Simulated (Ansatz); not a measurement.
A self-consistent single point of the (111) slab of Pt (cut from a parent of space group no. 225; 5 atoms in the cell) with Ansatz (an electronic-structure program).

Method: PBEsol, default PAW files made with PBE (plane waves; Ansatz).

```
Pt
1.0
    2.76354     0.00000     0.00000
    1.38177     2.39330     0.00000
    0.00000     0.00000    23.02571
Pt
5
Direct
  0.33333   0.33333   0.30401
  0.66667   0.66667   0.40200
  0.00000   0.00000   0.50000
  0.33333   0.33333   0.59800
  0.66667   0.66667   0.69599
```

Reference input (self-consistent single point, DFT, PBEsol, plane waves, default PAW files made with PBE): basis.ecutwfc = 420 eV; kpoints.mp_grid.grid = 12 12 1; hamiltonian.xc = pbesol; hamiltonian.pseudopotentials = {kind: paw} (the program's default PAW files); scf.occupations.method = gaussian; scf.occupations.width = 0.1 eV. This run's input differs from it in these lines:

Ansatz 0.2 input:
```diff
@@ -12,3 +12,3 @@
 basis:
-  ecutwfc: 420.0
+  ecutwfc: 355.0
 kpoints:
```

Output (repeated stretches shortened):

```
SCF iter   1: F=—  HF=-61917.626925 eV  |F-HF|=—  |Δ(HF+E_count)|=         —  Δρ=1.14e-2  dr2=1.62e0  ethr=1.77e-3  ⟨swp⟩=8.6  Hψ=4592  notcnv=0  defer=4
all-band conjugate gradients solve this SCF's bands
preconditioner: auto → LDOS
SCF iter   2: F=—  HF=-61917.599908 eV  |F-HF|=—  |Δ(HF+E_count)|=   2.70e-2  Δρ=6.40e-3  dr2=2.35e-1  ethr=1.77e-3  ⟨swp⟩=2.1  Hψ=1253  notcnv=0  defer=30
   [... lines left out ...]
SCF iter   7: F=—  HF=-61917.588176 eV  |F-HF|=—  |Δ(HF+E_count)|=   3.00e-6  Δρ=3.44e-5  dr2=5.10e-6  ethr=1.14e-8  ⟨swp⟩=2.6  Hψ=1601  notcnv=0  defer=52
SCF iter   8: F=—  HF=-61917.588176 eV  |F-HF|=—  |Δ(HF+E_count)|=   6.09e-7  Δρ=1.98e-5  dr2=1.51e-6  ethr=5.66e-9  ⟨swp⟩=1.2  Hψ=1001  notcnv=0  defer=52
SCF iter   9: F=—  HF=-61917.588176 eV  |F-HF|=—  |Δ(HF+E_count)|=   1.36e-7  Δρ=1.05e-5  dr2=4.46e-7  ethr=1.68e-9  ⟨swp⟩=1.3  Hψ=1040  notcnv=0  defer=52
SCF iter  10: F=-61917.588176 eV  HF=-61917.588176 eV  |F-HF|=6.43e-9  |Δ(HF+E_count)|=   1.17e-7  Δρ=2.50e-6  dr2=3.14e-8  ethr=1.11e-10  ⟨swp⟩=11.6  Hψ=5008  notcnv=0
SCF 1 converged in 10 iterations: F = -61917.588176 eV  dr2 = 3.14e-8
Free energy (F): -61917.588176 eV
Internal energy: -61917.536889 eV  (E = F + TS)
E sigma→0 (E₀):  -61917.562533 eV
Entropy (-TS):   -0.051288 eV (-10.258 meV/atom)
Fermi energy:    8.541342 eV
--- Forces (eV/Å), atoms counted from 1 ---
  atom   1  Pt    -0.00000000    -0.00000000    -0.19980817
  atom   2  Pt     0.00000000    -0.00000000     0.27330332
  atom   3  Pt    -0.00000000     0.00000000     0.00000000
  atom   4  Pt    -0.00000000     0.00000000    -0.27330332
  atom   5  Pt    -0.00000000     0.00000000     0.19980817
--- Stress (GPa, compression-positive) ---
       -3.939231       0.000000       0.000000
        0.000000      -3.939231       0.000000
        0.000000       0.000000       0.593756
  P = ⅓ Tr σ = -2.4282 GPa (-24.282 kbar)
  The stress holds the Pulay correction. Without it, at fixed plane waves, as pw.x and ABINIT print it: P = -2.8597 GPa
```

The run converged in 10 iterations. Against the reference run the free energy goes up by 5.2 meV/atom and the largest force stays at 0.273 eV/Å.

The starting cell has typed, rounded lattice constants, without a prior relaxation at this level. The slab is cut from that crystal, and its faces are unrelaxed. Its lattice was rescaled by up to half a per cent. Spin-orbit coupling is off. Spin polarisation is off. The cutoff lies below the one recommended for these files.
